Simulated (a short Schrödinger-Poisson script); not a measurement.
# Symmetric double-gate stack, SiO2 on p-type Si(100)

Structure: symmetric double-gate stack, SiO2 on p-type Si(100), at 77 K.

```tsv
layer	material	thickness (nm)	Na (cm⁻³)
1	SiO2	3.5	-
2	Si	2	3e17
3	SiO2	3.5	-
```

Constants are typed, rounded textbook-type inputs, not results; the design itself was drawn at random and stands for no fabricated device. SiO2: permittivity 3.9, conduction-band edge (eV) 3.15, gap (eV) 9, electron mass (mₑ) 0.5. Si: permittivity 11.7, conduction-band edge (eV) 0, gap (eV) 1.124, Nv at 300 K (cm⁻³) 3.1e19.

Channel valleys (confinement mass, in-plane density-of-states mass, number): Δ2 0.916, 0.19, 2; Δ4 0.19, 0.417, 4. At the gates, both at one voltage, the conduction-band edge of layer 1 lies 3.74 eV − eVg above the Fermi level of the channel. Gaps are held at their typed values at every temperature. Mesh 0.03 nm at interfaces.

Solved with a short Schrödinger-Poisson script written for these runs: 1D Poisson equation in equilibrium, electrons quantum, Hartree (BenDaniel-Duke, 12 states a valley, the channel's in-plane mass for all, wave functions ending at the dielectric), parabolic valleys, classical holes, full ionisation, no traps, pinning or gate leakage.

| Vg (V) | electrons (cm⁻²) | C (μF/cm²) | Δ2 E0 (meV) | Δ2 E1 (meV) | Δ4 E0 (meV) | Δ4 E1 (meV) |
|---|---|---|---|---|---|---|
| 0.75 | 6.26e11 | 1.61 | 1.4 | 308.3 | 393.5 | 1875.5 |
| 0.9 | 2.21e12 | 1.72 | -13.0 | 292.3 | 379.0 | 1859.6 |
| 1.05 | 3.83e12 | 1.74 | -24.0 | 279.8 | 368.1 | 1847.1 |
| 1.2 | 5.46e12 | 1.74 | -34.4 | 267.9 | 357.8 | 1835.1 |
| 1.35 | 7.09e12 | 1.74 | -44.7 | 256.0 | 347.5 | 1823.3 |
| 1.5 | 8.72e12 | 1.74 | -54.9 | 244.1 | 337.2 | 1811.4 |
| 1.65 | 1.04e13 | 1.74 | -65.2 | 232.3 | 327.0 | 1799.6 |
| 1.8 | 1.20e13 | 1.74 | -75.5 | 220.5 | 316.7 | 1787.8 |
| 1.95 | 1.36e13 | 1.74 | -85.8 | 208.7 | 306.5 | 1776.0 |
| 2.1 | 1.52e13 | 1.74 | -96.0 | 196.9 | 296.2 | - |
| 2.25 | 1.69e13 | 1.74 | -106.3 | 185.0 | 286.0 | - |
| 2.4 | 1.85e13 | 1.74 | -116.6 | 173.2 | 275.8 | - |
| 2.55 | 2.01e13 | 1.74 | -126.9 | 161.5 | 265.6 | - |
| 2.7 | 2.18e13 | 1.74 | -137.2 | 149.7 | 255.3 | - |
| 2.85 | 2.34e13 | 1.74 | -147.5 | 137.9 | 245.1 | - |

Gate voltages with under 1e6 electrons/cm² are left out.

Subbands count from the Fermi level; a dash marks a level above the dielectric's band edge. The capacitance is that of both gates.
